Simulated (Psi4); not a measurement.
Psi4 1.11, unrestricted BP86/def2-svp: C=C[Si]([O])(OC)OC, charge 0, multiplicity 2, 17 atoms. The geometry is a generated start, not checked to be a minimum at this level.

```
Item                                                 Value
--------------------------  ------------------------------
task                                                energy
method                                                bp86
basis                                             def2-svp
memory                                                3 GB
maxiter                                                100
keys of the molecule block                     symmetry c1
scf_type                                      df (default)
guess                       auto, which took SAD (default)
scf_initial_accelerator                    adiis (default)
e_convergence                              1e-06 (default)
d_convergence                              1e-06 (default)
dft_radial_points                             75 (default)
dft_spherical_points                         302 (default)
basis functions                                        161
grid points                                         360485
```

```xyz
17

C     -1.0303     2.1542     0.0172
C      0.0967     1.5159     0.0913
Si     0.2256    -0.4538    -0.3614
O      0.2778    -0.3781    -1.8893
O     -1.0204    -1.0300     0.5103
C     -2.2994    -1.2298     0.0012
O      1.4445    -0.8621     0.6359
C      2.7856    -0.6902     0.3199
H     -1.1082     3.2065     0.2618
H     -1.9476     1.6829    -0.2962
H      1.0621     1.8993     0.3598
H     -2.4055    -0.8177    -1.0049
H     -2.4989    -2.3036    -0.0461
H     -3.0280    -0.7640     0.6696
H      3.3787    -1.1745     1.0961
H      3.0488     0.3726     0.2854
H      3.0187    -1.1276    -0.6507
```

Charge 0 and multiplicity 2 are set for this test and not shown to be the ground state.

One run each on 2 threads. Values of diis_max_vecs tried: 3, 6, 10 (default), 20.

Which value of diis_max_vecs needs the fewest SCF iterations, and what happens away from it?

Fewest SCF iterations, within one of each other: 6 with 14, 10 (default) with 14, 20 with 14. The run ends without SCF convergence in 100 iterations at 3.

```csv
diis_max_vecs,SCF iterations,end
3,100,no convergence
6,14,same solution
10 (default),14,same solution
20,14,same solution
```
